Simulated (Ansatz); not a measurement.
A relaxation of cell and atoms of TaCu3Se3S (R3m, 8 atoms in the cell) with Ansatz (a first-principles code).

Computed with PBEsol, default PAW files made with PBE (plane waves; Ansatz).

The change in words: atoms on their sites; relax: default → cell and atoms. Reference geometry:
```
TaCu3Se3S
1.0
    3.97379     2.29427     3.29581
   -3.97379     2.29427     3.29581
    0.00000    -4.58854     3.29581
Ta Cu Se S
1 3 3 1
Direct
  0.00459   0.00459   0.00459
  0.49765   0.00630   0.00630
  0.00630   0.49765   0.00630
  0.00630   0.00630   0.49765
  0.75035   0.75035   0.25581
  0.25581   0.75035   0.75035
  0.75035   0.25581   0.75035
  0.23372   0.23372   0.23372
```

Reference input (self-consistent single point, DFT, PBEsol, plane waves, default PAW files made with PBE): basis.ecutwfc = 420 eV; kpoints.mp_grid.grid = 3 3 3; hamiltonian.xc = pbesol; hamiltonian.pseudopotentials = {kind: paw} (the program's default PAW files); scf.occupations.method = fixed. This run's input differs from it in these lines:

```diff
@@ -6,3 +6,3 @@
   atoms:
-    - { symbol: Ta, position_ang: [0.00000000, -0.00000100, 9.93279268] }
+    - { symbol: Ta, position_ang: [-0.00000000, -0.00000100, 9.88279190] }
     - { symbol: Cu, position_ang: [1.95254306, 1.12730103, 1.68165563] }
@@ -26,2 +26,4 @@
     method: fixed
+relax:
+  cell: {}
 output:
```

The program printed (abridged):

```
   [... SCF lines of the steps left out ...]
relax step   1: F+E_penalty+E_count = -46734.39959846 eV  Δ(F+E_penalty+E_count) = +0.000e0 eV  max|allowed force component| = 2.370e-1 eV/Å  Δτ_max = 0.0000 Å  P = -2.656 GPa  Ω = 180.287 Å³  (9 SCF iters, dr2 threshold 1.00e-7 eV, accepted)
relax step   2: F+E_penalty+E_count = -46734.46345920 eV  Δ(F+E_penalty+E_count) = -6.386e-2 eV  max|allowed force component| = 8.991e-2 eV/Å  Δτ_max = 0.0248 Å  P = -0.408 GPa  Ω = 173.004 Å³  energy of the carried Pulay correction = +1.696e-3 eV  [...]
   [... lines left out ...]
relax step   6: F+E_penalty+E_count = -46734.46761978 eV  Δ(F+E_penalty+E_count) = -5.697e-6 eV  max|allowed force component| = 3.233e-3 eV/Å  Δτ_max = 0.0010 Å  P = +0.003 GPa  Ω = 171.331 Å³  energy of the carried Pulay correction = +2.095e-3 eV  [...]
relax step   7: F+E_penalty+E_count = -46734.46544578 eV  Δ(F+E_penalty+E_count) = +2.174e-3 eV  max|allowed force component| = 3.220e-3 eV/Å  Δτ_max = 0.0000 Å  P = +0.006 GPa  Ω = 171.331 Å³  stress off target by 9.97e-3 GPa  SCF on the basis [...]
basis re-selected at this cell: Δ(F+E_penalty+E_count) = +2.174e-3 eV, ΔP = +0.003 GPa vs the last step
the relaxation is at rest under the 6 symmetry operations that the run kept from its start: a minimum is not shown …
Free energy (F): -46734.465446 eV
Internal energy: -46734.465446 eV  (E = F + TS)
E sigma→0 (E₀):  -46734.465446 eV
Fermi energy:    8.414850 eV
--- Forces (eV/Å), atoms counted from 1 ---
  atom   1  Ta    -0.00000000     0.00000000    -0.00321997
  atom   2  Cu     0.00109757     0.00063368     0.00029203
   [... lines left out ...]
  cell:  # Å, volume = 171.3315 Å³
   [... lines left out ...]
    - { symbol: Se, position: [0.7478912969352968, 0.7478912969352968, 0.26144312729531183] }
    - { symbol: Se, position: [0.26144312729531183, 0.7478912969352967, 0.7478912969352967] }
    - { symbol: Se, position: [0.7478912969352967, 0.26144312729531183, 0.7478912969352967] }
    - { symbol: S, position: [0.23508795912139666, 0.23508795912139666, 0.2350879591213966] }
```

The run converged. 

Summary of the result:
- Free energy E − TS (on the zero of these files) = -46734.4654 eV
- Top of the valence band (on the code's own zero) = 8.41 eV
- Gap on the k-point mesh = 1.88 eV
- Pressure = 0.01 GPa
- Largest force (vector length) = 0.003 eV/Å
- Final cell = a = b = c = 5.5549 Å, α = β = γ = 89.00°
- Final volume per atom = 21.42 Å³
- Relaxation steps = 7

The starting cell comes from a database of computed structures (which also holds hypothetical and non-ambient phases and stackings), without a prior relaxation at this level. Its lattice was rescaled by up to half a per cent. Spin-orbit coupling is off. The relaxation keeps the symmetry of its start, so its end need not be a minimum. Ansatz's pressure includes its estimate of the finite-basis (Pulay) stress.

Cost on one core of a shared machine: roughly 60 s.

Keys are those of Ansatz 0.2.
